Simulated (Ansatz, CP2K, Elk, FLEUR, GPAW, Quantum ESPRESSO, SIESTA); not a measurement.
# Code comparison for CdSe (P6_3mc, 4 atoms in the cell)

Self-consistent single point, at a second geometry (lattice scaled by 0.98). First geometry:

```xyz
4
Lattice="4.3461 0.0000 0.0000 -2.1730 3.7638 0.0000 0.0000 0.0000 7.0898" Properties=species:S:1:pos:R:3 pbc="T T T"
Cd     2.1730     1.2546     3.5446
Cd     0.0000     2.5092     7.0895
Se     2.1730     1.2546     6.2101
Se     0.0000     2.5092     2.6651
```

Shared settings, as Ansatz (a quantum-chemistry and plane-wave program) writes them: kpoints.mp_grid.grid = 7 7 4; scf.occupations.method = fixed. Potentials and cutoffs stand in the table.

```tsv
code	model	ΔF from the first geometry (meV/atom)	pressure (GPa)	largest force (eV/Å)	gap on the mesh (eV)	cutoff
Elk	PBE, all-electron FP-LAPW, Elk's shipped species files, LAPW+lo basis	31.2	–	–	0.707	rgkmax 7.5
FLEUR	PBE, all-electron FLAPW (FLEUR), scalar-relativistic valence	35.4	–	0.013	0.752	Kmax 4.3 1/bohr
CP2K	PBE, GPW, DZVP-MOLOPT-PBE-GTH basis, GTH-PBE potentials (POTENTIAL_UZH)	37.7	5.49	0.018	0.737	grid 500 Ry
SIESTA	GGA PBE, numerical atomic orbitals DZP, PseudoDojo PBE standard norm-conserving potentials (rewritten from UPF to PSML)	34.9	5.23	0.020	1.016	grid 300 Ry
Quantum ESPRESSO	PBE, GBRV 1.5 ultrasoft (PBE) pseudopotentials	33.3	4.80	0.013	0.702	40 Ry
Ansatz	PBE, PAW files	30.7	4.71	0.012	0.733	420 eV
GPAW	PBE, GPAW PAW datasets PBE (gpaw-data 1.0.1)	28.5	4.43	0.013	0.727	550 eV
```

A dash marks a value that a program does not give, or that is left out as unsure.

Gaps are read on the mesh.

The spread over the programs that give each value: ΔF from the first geometry within 9.2 meV/atom; pressure within 1.06 GPa; largest force within 0.008 eV/Å; gap on the mesh within 0.314 eV.

CP2K and SIESTA use small atom-centred bases, whose incompleteness enters pressures, forces and empty levels differently from a plane-wave cutoff. Elk and FLEUR treat all electrons, but the usual bases taken here (sphere radii, linearisation, local orbitals, empty states) were not tested for convergence, so the values are no reference for the others. Ansatz's pressure is given at a fixed set of plane waves, as the other plane-wave codes print theirs. In the gap, SIESTA (by 0.289) lies more than 0.12 eV from the median of the plane-wave programs.

The starting cell comes from a database of computed structures (which also holds hypothetical and non-ambient phases and stackings), without a prior relaxation at this level. For this run, on top of that: lattice scaled by 0.98.

Left out of this page: ABINIT (with a known weakness of the program).

Keys are those of Ansatz 0.2.
